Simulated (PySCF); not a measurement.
PySCF 2.14.0, TPSS/def2-svpd, df: V(O)(OH)(Me)2 ([CH3][V]([CH3])(=[O])[OH]), 12 atoms. The geometry is a generated start, not checked to be a minimum at this level.

```yaml
task: energy and gradient
method: tpss
basis: def2-svpd
two_electron_scheme: density fitting
mol.max_memory: 7000 MB
mf.init_guess: minao (default)
mf.DIIS: CDIIS (default)
mf.diis_space: 8 (default)
mf.conv_tol: 1e-09 (default)
basis functions (reference run): 176
grid points (reference run): 965536
```

```xyz
12

V      0.6628    -0.0680     0.1076
O      1.5720    -0.4461    -1.0375
O      1.0474     0.2674     1.6372
H      1.5487     0.4281     2.4379
C     -0.2259     1.5447    -0.7124
H     -1.0589     1.8383    -0.0616
H     -0.6133     1.2779    -1.7017
H      0.4382     2.4024    -0.8347
C     -0.6337    -1.6115     0.0527
H     -0.3007    -2.4789    -0.5204
H     -1.5377    -1.2079    -0.4286
H     -0.8989    -1.9464     1.0615
```
Charge 0, spin multiplicity 1.

The reference run has mf.grids.level = 8, mf.grids.prune = nwchem_prune (default); it is not itself proven converged. One run each, on a shared machine, so no times are given.

Settings tried, all else as in the reference:
- mf.grids.level = 3 (default), no pruning
- mf.grids.level = 5
- mf.grids.level = 3 (default), mf.grids.atom_grid = 99×590
- mf.grids.level = 3 (default), mf.grids.atom_grid = 50×194
- mf.grids.level = 0
- mf.grids.level = 2
- mf.grids.level = 4
- mf.grids.level = 3 (default)
- mf.grids.level = 3 (default), mf.grids.atom_grid = 35×110
- mf.grids.level = 1
- mf.grids.level = 3 (default), mf.grids.atom_grid = 75×302
- mf.grids.level = 6
- mf.grids.level = 3 (default), mf.grids.prune = treutler_prune

Question: Which of these stay within 10 meV/atom in energy, 100 meV/Å in forces (largest component) of the reference run?

Answer: Within it: mf.grids.level = 6; mf.grids.level = 5; mf.grids.level = 3 (default), mf.grids.atom_grid = 99×590; mf.grids.level = 4; mf.grids.level = 3 (default), no pruning; mf.grids.level = 3 (default); mf.grids.level = 3 (default), mf.grids.prune = treutler_prune; mf.grids.level = 3 (default), mf.grids.atom_grid = 50×194; mf.grids.level = 2; mf.grids.level = 3 (default), mf.grids.atom_grid = 75×302; mf.grids.level = 1. Outside: mf.grids.level = 3 (default), mf.grids.atom_grid = 35×110; mf.grids.level = 0.

| setting | grid points | energy against the reference | difference in forces (largest component) |
|---|---|---|---|
| the reference | 965536 | — | — |
| mf.grids.level = 6 | 560400 | under 0.001 meV/atom | 0.39 meV/Å |
| mf.grids.level = 5 | 382472 | under 0.001 meV/atom | 1.6 meV/Å |
| mf.grids.level = 3 (default), mf.grids.atom_grid = 99×590 | 386592 | +0.0030 meV/atom | 2.4 meV/Å |
| mf.grids.level = 4 | 254456 | +0.0024 meV/atom | 2.4 meV/Å |
| mf.grids.level = 3 (default), no pruning | 235360 | −0.011 meV/atom | 3.7 meV/Å |
| mf.grids.level = 3 (default) | 145960 | −0.012 meV/atom | 3.7 meV/Å |
| mf.grids.level = 3 (default), mf.grids.prune = treutler_prune | 127976 | +0.020 meV/atom | 13 meV/Å |
| mf.grids.level = 3 (default), mf.grids.atom_grid = 50×194 | 78808 | −0.24 meV/atom | 18 meV/Å |
| mf.grids.level = 2 | 95728 | −0.066 meV/atom | 23 meV/Å |
| mf.grids.level = 3 (default), mf.grids.atom_grid = 75×302 | 173560 | −0.061 meV/atom | 23 meV/Å |
| mf.grids.level = 1 | 45584 | +0.43 meV/atom | 26 meV/Å |
| mf.grids.level = 3 (default), mf.grids.atom_grid = 35×110 | 34480 | −3.6 meV/atom | 180 meV/Å |
| mf.grids.level = 0 | 11112 | +95 meV/atom | 260 meV/Å |

Total energies are compared; such shifts often cancel in part in energy differences. The gradients leave out the derivatives of the grid weights. No test of the SCF solution's stability was run. The tolerance is a choice made for this comparison.
